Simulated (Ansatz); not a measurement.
Base system: BiB in the zinc blende structure (space group F-43m, No. 216; a = 5.490 Å; a hypothetical phase, not in the database extracts checked).

It is then changed as follows: every Bi is replaced by N, then cell and atoms are relaxed.

Levels (all Ansatz, a first-principles code, PAW): r2SCAN (500 eV, without spin-orbit coupling); HSE06+SOC (420 eV, noncollinear with spin-orbit coupling).

The geometry is relaxed with r2SCAN.

r2SCAN valence-band top at Γ: 0.00, 0.00, 0.00 eV
r2SCAN band gap: 5.00 eV

With HSE06+SOC at the same geometry, the valence-band top at Γ (three highest Kramers pairs, from the VBM) changes from 0.00, 0.00, 0.00 eV to 0.00, 0.00, -0.02 eV; the band gap rises by 0.783 eV to 5.79 eV. The threefold valence maximum splits by Δso ≈ 23 meV.

Single points use the geometry relaxed with r2SCAN. HSE06 gaps are upper bounds (no full band path). Differences between runs with and without spin-orbit coupling are approximate. Stability against distortions was not tested.
